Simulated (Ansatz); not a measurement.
The parent structure is CdSe in the zinc blende structure (space group F-43m, No. 216).

CdSe is modelled in the cubic space group F-43m (No. 216), the zinc blende structure, Pearson symbol cF8. Conventional cell: a = b = c = 6.0816 Å, α = β = γ = 90.00°. Cd on 4a is surrounded by 4 Se at 2.633 Å (tetrahedral). Se on 4d is surrounded by 4 Cd at 2.633 Å (tetrahedral). (Neighbours: up to the widest gap in distance over summed covalent radii, below 1.35, at either atom; cation-cation and far metal-metal contacts left out.)
(The calculation used a cell of 2 atoms; values per cell refer to that cell.)

Level of theory: Ansatz (a first-principles code), PBEsol, PAW, cutoff 420 eV, spin-orbit coupling left out.

Base values:

The band gap is 0.48 eV. The electron mass comes out as 0.049 mₑ (at Γ). The pressure comes out as 0.00 GPa.

One thing is altered: the cell is scaled by 1.0050 in all directions; the atoms relax in the strained cell.

Problem. Estimate the effect on the band gap, electron mass and pressure.

Solution. The band gap decreases by 0.03 eV, from 0.48 eV to 0.45 eV; the electron mass changes from 0.049 mₑ (at Γ) to 0.046 mₑ (at Γ); the pressure goes from zero to -0.75 GPa.

Masses are band curvatures over ±0.01 Å⁻¹ around the edge. Stability against distortions was not tested.
